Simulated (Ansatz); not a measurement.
## What x(Cr) = 0.75, 4 atoms, Immm does to Fe

Base system: Fe in the bcc (W type) structure (space group Im-3m, No. 229; a = 2.8645 Å; ferromagnetic).

The other end (x = 1) is Cr in the bcc (W type) structure (space group Im-3m, No. 229; non-magnetic): 11.32 Å³/atom, gap zero.

The change: Cr replaces 75.0 % of the Fe, ordered in a cell of 4 atoms (starting symmetry Immm) and fully relaxed.

The values are results of r2SCAN (Ansatz, a quantum-chemistry and plane-wave program), scalar-relativistic without spin-orbit coupling, not measurements. Settings: 14×14×14 k-points, 0.05 eV Fermi–Dirac smearing, for the changed cell.

```yaml
density: 7.73 g/cm³ (base 7.89 g/cm³)
shortest_interatomic_distance: 2.405 Å (base 2.481 Å)
band_gap: zero (base zero)
magnetic_state: ferromagnetic (base ferromagnetic)
largest_site_moment: 2.39 μB (base 2.79 μB)
mixing_energy: "+0.14 eV/atom (to 0.01 eV only: unlike meshes or grids)"
```

Final structure:

```xyz
4
Lattice="-1.4331 2.0110 3.9496 1.4331 -2.0110 3.9496 1.4331 2.0110 -3.9496" Properties=species:S:1:pos:R:3 pbc="T T T"
Cr     0.0000     0.0000     5.9681
Cr     0.0000     0.0000     1.9311
Fe     0.0000     2.0110     0.0000
Cr     1.4331     0.0000     0.0000
```

The magnetic state is the one reached from the starting moments; the real material's order can differ, and small cells can't hold many antiferromagnetic ones. These are small ordered cells, not random alloys; other orderings at the same x differ. No phonon test of stability was made. Seeded moments were not kept for Fe → Cr. Spin-polarised in the final run: Cr3Fe and base; the other runs are not. Real Cr is antiferromagnetic at low temperature and ambient pressure, an order that this cell doesn't hold.
